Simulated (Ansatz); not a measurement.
For AlB2-type NbB2, PBEsol (Ansatz, a first-principles code, plane waves, PAW) gives:

| Property | Value |
|---|---|
| equilibrium lattice constant a | 3.097 Å |
| lattice parameter c | 3.287 Å |

### Question
What does r²SCAN in Ansatz (plane waves, PAW) give for the same quantities?

### Answer

- lattice constant a: 3.103 Å (rises by 0.2 %)
- lattice parameter c: 3.321 Å (increases by 1.0 %)

Changes are worked out from the printed values.

Unless a cell is named, each level is at its own relaxed cell (PBEsol 9.10, r²SCAN 9.23 Å³/atom).

Ansatz's density-functional and Hartree–Fock values are scalar-relativistic unless marked +SOC, with PAW data made under PBE.
